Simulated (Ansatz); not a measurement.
Defect migration in wurtzite AlN: Si-vacancy pair (Si on one host Al site, one Al site vacant), charge state -2. The step: one Al atom jumps into the vacancy from a nearby Al site (Si-vacancy distance between ideal sites 3.09 → 5.40 Å); the atom moves 3.03 Å along (0.97, 0.00, 0.00) of the unit cell; the moving atom starts with neighbours N at 1.80, 2 N at 1.92, N at 1.94 Å and ends with N at 1.79, N at 1.91, N at 1.93, N at 1.96 Å. DFT values are from Ansatz (plane-wave PAW, 420 eV unless said) in a cell of 72 host sites, spin-restricted, static, with no finite-size correction. The charge state is imposed; whether it is stable for some Fermi level was not computed. Forms of the defect that were not tried may lie lower. For the PBE band: the saddle point's order was not checked.

| Level | Forward barrier (eV) | Cost of the band or of the saddle's single point |
|---|---|---|
| CHGNet universal potential (has no charge state), its own band | 1.65 | - |
| PBE, the Γ point alone, band relaxed | 2.39 | roughly 6 core-minutes |
| PBE, a 2×2×2 k-point mesh shifted by half a step along c, same geometries | 2.21 | very roughly 90 core-seconds |
| r2SCAN at 500 eV, the Γ point alone, same geometries | ___ | roughly 50 core-seconds |

Fill in the missing entries.


- r2SCAN at 500 eV, the Γ point alone, same geometries, Forward barrier (eV): 2.64

Ansatz is a program for electronic structure.
